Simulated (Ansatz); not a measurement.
Cl on the 1x1 (100) surface of fcc Cu, one in a 2x2 cell, energies for each (26.4 Å²). Energies are against ½ Cl2(g), without zero-point or thermal terms; each row is named by its start.

Level of theory: PBE (plane waves to 420 eV, PAW; Ansatz, a program for electronic structure).

Slab: 17 atoms, 5.3 Å thick at the start under the adsorbate (thin: gaps and levels are the slab's own); k 6x6x1, smearing 0.1 eV, dipole-corrected; 8 atoms held, the rest relaxed; each run with such symmetry as its start has; no spin, no spin-orbit, no U, no dispersion correction.

A negative adsorption energy means that the adsorbate is more stable on the surface than in its reference. Heights count from the host atoms within 0.3 Å of the top one.

```tsv
starting site	E_ads (eV)	height (Å)	nearest host atom (Å)	bonded to	Δ work function (eV)	lateral drift (Å)
top Cu	-1.53	2.19	Cu 2.15	Cu	1.56	0.0
hollow Cu-Cu-Cu-Cu over Cu at depth 1.8 Å	-1.96	1.68	Cu 2.48	4 Cu	0.36	0.0
bridge Cu-Cu (span 2.6 Å)	-1.90	1.93	Cu 2.28	2 Cu	0.88	0.0
```
